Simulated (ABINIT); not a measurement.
Worked example: self-consistent single point of Mo (Im-3m, 1 atom in the cell) in ABINIT.

Level of theory: LDA (PW92), PAW (JTH v2.0 LDA PAW) (plane waves; ABINIT).

```
Mo
1.0
   -1.57500     1.57500     1.57500
    1.57500    -1.57500     1.57500
    1.57500     1.57500    -1.57500
Mo
1
Direct
  0.00000   0.00000   0.00000
```

Reference input (self-consistent single point, DFT, PBE, plane waves, PAW (JTH v2.0 PBE PAW)): pseudos = [Mo.GGA_PBE-JTH.xml]; ecut = 20 Ha; pawecutdg = 40 Ha; pawxcdev = 0; occopt = 7; tsmear = 0.05 eV; ngkpt = 10 10 10; nshiftk = 1; shiftk = 0 0 0; potentials = JTH v2.0 PBE PAW; nband = 12; kptopt = 1. This run's input differs from it in these lines:

```diff
@@ -1,4 +1,4 @@
-# Mo, JTH v2.0 PBE PAW
+# Mo, JTH v2.0 LDA PAW
 pp_dirpath "./"
-pseudos "Mo.GGA_PBE-JTH.xml"
+pseudos "Mo.LDA_PW-JTH.xml"
 acell 5.1551351149 5.1551351149 5.1551351149
```

Its files differ too (potentials: JTH v2.0 PBE PAW → JTH v2.0 LDA PAW).

Output, abridged:

```
--- !BeginCycle
solver: {iscf: 17, nstep: 50, nline: 4, wfoptalg: 10, }
tolerances: {tolvrs: 1.00E-11, }
...

     iter   Etot(hartree)      deltaE(h)  residm     nres2
 ETOT  1  -68.714253881304    -6.871E+01 2.087E+00 6.210E+00
 ETOT  2  -69.057082943136    -3.428E-01 1.565E-02 6.524E-01
 ETOT  3  -69.055322285597     1.761E-03 5.905E-03 7.120E-02
 ETOT  4  -69.055442720185    -1.204E-04 1.499E-03 6.473E-03
 ETOT  5  -69.055460018652    -1.730E-05 1.414E-03 6.065E-05
 ETOT  6  -69.055460515033    -4.964E-07 2.663E-04 9.426E-06
 ETOT  7  -69.055460594997    -7.996E-08 4.062E-04 1.467E-07
 ETOT  8  -69.055460598478    -3.481E-09 6.667E-05 1.096E-08
 ETOT  9  -69.055460598739    -2.613E-10 9.444E-05 6.007E-10
 ETOT 10  -69.055460598739    -3.126E-13 2.016E-05 8.250E-12
 At SCF step   10       nres2   =  8.25E-12 < tolvrs=  1.00E-11 =>converged.

 Cartesian components of stress tensor (hartree/bohr^3)
  sigma(1 1)=  3.50862945E-04  sigma(3 2)=  0.00000000E+00
  sigma(2 2)=  3.50862945E-04  sigma(3 1)=  0.00000000E+00
  sigma(3 3)=  3.50862945E-04  sigma(2 1)=  0.00000000E+00

 ----iterations are completed or convergence reached----

 reduced coordinates (array xred) for    1 atoms
       0.000000000000      0.000000000000      0.000000000000
 cartesian forces (eV/Angstrom) at end:
    1     -0.00000000000000    -0.00000000000000    -0.00000000000000
 frms,max,avg= 0.0000000E+00 0.0000000E+00   0.000E+00  0.000E+00  0.000E+00 e/A
 length scales=  5.155135114900  5.155135114900  5.155135114900 bohr
              =  2.727980010007  2.727980010007  2.727980010007 angstroms
   [... lines left out ...]
 Fermi (or HOMO) energy (hartree) =   0.50415   Average Vxc (hartree)=  -0.47083
 Fermi (or HOMO) energy (eV) =  13.71855   Average Vxc (eV)= -12.81194
   [... lines left out ...]
'-kT*entropy'       : -4.61697363145550E-05
total_energy        : -6.90554598428129E+01
total_energy_eV     : -1.87909462541160E+03
...

-Cartesian components of stress tensor (GPa)         [Pressure= -1.0323E+01 GPa]
- sigma(1 1)=  1.03227425E+01  sigma(3 2)=  0.00000000E+00
- sigma(2 2)=  1.03227425E+01  sigma(3 1)=  0.00000000E+00
- sigma(3 3)=  1.03227425E+01  sigma(2 1)=  0.00000000E+00

 Calculation completed.
```

The run converged in 10 iterations. Against the reference run the pressure goes from 2.35 to -10.32 GPa.

The starting cell has typed, rounded lattice constants, without a prior relaxation at this level. Spin polarisation is off. With a pressure of about -10 GPa the cell is away from its equilibrium volume at this level.
